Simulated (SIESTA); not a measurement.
Input and output of a self-consistent single point for Be (P-1, 2 atoms in the cell) (SIESTA).

Level of theory: GGA PBE, numerical atomic orbitals DZP, PseudoDojo PBE standard norm-conserving potentials (rewritten from UPF to PSML) in SIESTA.

The change in words: lattice scaled by 0.98. Reference geometry:
```
Be
1.0
    2.26478     0.00000     0.00000
   -1.13239     1.96136     0.00000
    0.00000     0.00000     3.57410
Be
2
Cartesian
 -0.00479   1.31373   2.68179
  1.13718   0.64763   0.89231
```

Reference input (self-consistent single point, DFT, GGA PBE, numerical atomic orbitals DZP, PseudoDojo PBE standard norm-conserving potentials (rewritten from UPF to PSML)): XC.functional = GGA; XC.authors = PBE; potentials = PseudoDojo PBE standard; PAO.BasisSize = DZP; PAO.EnergyShift = 0.005 Ry; MeshCutoff = 300 Ry; kgrid.MonkhorstPack = 13 13 8; OccupationFunction = MP; OccupationMPOrder = 0; ElectronicTemperature = 0.272 eV; PAO.Polarization.NonPerturbative = true; MaxSCFIterations = 150. This run's input differs from it in these lines:

```diff
@@ -9,7 +9,7 @@
 %endblock ChemicalSpeciesLabel
-LatticeConstant              2.264780 Ang
+LatticeConstant              2.219484 Ang
 %block LatticeVectors
      1.000000000    0.000000000    0.000000000
-    -0.500000000    0.866025398    0.000000000
-     0.000000000    0.000000000    1.578122378
+    -0.500000000    0.866025617    0.000000000
+     0.000000000    0.000000000    1.578122663
 %endblock LatticeVectors
@@ -17,4 +17,4 @@
 %block AtomicCoordinatesAndAtomicSpecies
-    -0.002113500    0.580069873    1.184126767  1
-     0.502113500    0.285955524    0.393995611  1
+    -0.002113500    0.580070020    1.184126981  1
+     0.502113500    0.285955596    0.393995682  1
 %endblock AtomicCoordinatesAndAtomicSpecies
```

The program printed (abridged):

```
        iscf     Eharris(eV)        E_KS(eV)     FreeEng(eV)     dDmax    Ef(eV) dHmax(eV)
   scf:    1     -721.383129     -758.814470     -758.820179  0.774891-16.802732  0.284130
   scf:    2     -758.814611     -758.814541     -758.820267  0.000765-16.800698  0.254860
   scf:    3     -758.814888     -758.814729     -758.820606  0.006253-16.783777  0.011411
   scf:    4     -758.814725     -758.814728     -758.820613  0.000890-16.783206  0.000249
   scf:    5     -758.814728     -758.814728     -758.820613  0.000154-16.783037  0.001113
   scf:    6     -758.814728     -758.814728     -758.820613  0.000340-16.783392  0.000004
mix: Pulay -- inversion failed, > SVD [rank/size] 3 / 5
   scf:    7     -758.814728     -758.814728     -758.820613  0.000001-16.783392  0.000002
SCF Convergence by DM+H criterion
max |DM_out - DM_in|         :     0.0000010035
max |H_out - H_in|      (eV) :     0.0000023348
SCF cycle converged after 7 iterations

Using DM_out to compute the final energy and forces

siesta: E_KS(eV) =             -758.8147

siesta: E_KS - E_eggbox =      -758.8147

siesta: Atomic forces (eV/Ang):
     1    0.041702   -0.055376   -0.024556
     2   -0.041702    0.055376    0.024556
   Tot   -0.000000    0.000000   -0.000000
   Max    0.055376
   Res    0.042460    sqrt( Sum f_i^2 / 3N )
   Max    0.055376    constrained

Stress tensor Voigt[x,y,z,yz,xz,xy] (kbar):      -95.95     -103.08      -85.28       -0.09        0.06       -2.35
(Free)E + p*V (eV/cell)     -757.9367
Target enthalpy (eV/cell)     -758.8206

siesta: Program's energy decomposition (eV):
siesta: FreeEng =      -758.820613

   [... lines left out ...]
siesta:    -0.059885   -0.001465    0.000037
siesta:    -0.001465   -0.064338   -0.000058
siesta:     0.000037   -0.000058   -0.053228

siesta: Cell volume =         14.942647 Ang**3

siesta: Pressure (static):
siesta:                Solid            Molecule  Units
siesta:           0.00064423          0.00067481  Ry/Bohr**3
siesta:           0.05915042          0.06195853  eV/Ang**3
siesta:          94.76942032         99.26850955  kBar
```

The run converged in 7 iterations. Against the reference run the free energy goes up by 14.3 meV/atom, the pressure goes from 0.64 to 9.48 GPa and the largest force moves little (0.072 to 0.074 eV/Å).

The starting cell comes from a database of computed structures (which also holds hypothetical and non-ambient phases and stackings), without a prior relaxation at this level. Its atoms were displaced at random from the sites of space group no. 194. For this run, on top of that: lattice scaled by 0.98. Values carry the incompleteness of an atom-centred basis. With a pressure of about 9 GPa the cell is away from its equilibrium volume at this level.

Cost on one core of a shared machine: roughly 40 s.
